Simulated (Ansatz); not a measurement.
CdSe under load (space group P6_3mc), r2SCAN with spin-orbit coupling, rigid bands run with Ansatz (an electronic-structure program). Condition of this run: biaxial stress in the c plane of -2.1 GPa (compression positive) (the target of the relaxation). Band gap 0.96 eV, N_c = 8.10e17 cm⁻³ and N_v = 1.34e19 cm⁻³ at 300 K, conductivity masses along y (a = (4.42, 0.00, 0.00) Å; b = (-2.21, 3.83, 0.00) Å; c = (0.00, 0.00, 6.85) Å) of 0.109 mₑ (electrons) and 1.27 mₑ (holes). Take k_BT = 0.02585 eV.

Question: What built-in voltage has an abrupt junction with N_A = 1e17 and N_D = 1e17 cm⁻³, all dopants ionised?

Answer: V_bi = E_g/e − (k_BT/e) ln(N_c N_v/(N_A N_D)) = 0.96 − 0.02585 × 6.99 = 0.78 V, for the computed gap.

Question: What thermal injection velocity √(2k_BT/πm) limits a ballistic channel along the direction named?

Answer: 1.63e7 cm/s for electrons and 4.77e6 cm/s for holes, a ratio of √(m_h/m_e) = 3.41, for dilute carriers.

Question: Find the intrinsic carrier density and the intrinsic Fermi level.

Answer: n_i = √(N_c N_v) exp(−E_g/2k_BT) = 3.29e18 × exp(−18.57) = 2.8e10 cm⁻³. The level lies (k_BT/2) ln(N_v/N_c) = 36 meV from mid-gap (positive towards the conduction band). Each 0.1 eV added to the gap lowers n_i by a factor of 6.9.

Rigid bands with the computed gap; masses take one relaxation time for all states. Geometry: cell and atoms relaxed with PBEsol.
